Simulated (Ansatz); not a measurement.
A computed series for SiC: response to strain

Base system: SiC (space group P6_3mc, No. 186; a = 3.078 Å, c = 10.076 Å). Axes: x lies along a and z along c of the hexagonal cell.

Strains are applied to the cell and any free atomic positions relax; under biaxial strain the out-of-plane vector relaxes too.

Level of theory: plane-wave PAW DFT at the PBEsol level (Ansatz, an electronic-structure program, 420 eV), no spin-orbit coupling.

```tsv
biaxial strain, plane normal [001], relaxed out of plane (%)	band gap (eV)
-3	1.83
-2.25	1.92
-1.5	1.99
-0.75	?
0	2.12
```

Question: Fit E_g = E₀ + Dε (ε in %) to the rows shown and predict the withheld row.

Answer: Least squares on the printed values gives E₀ = 2.13 eV, D = 95.2 meV per % of strain (largest residual 0.01 eV); this predicts 2.05 eV, and the run gives 2.06 eV, in agreement.

Whether these cells are dynamically stable was not tested.
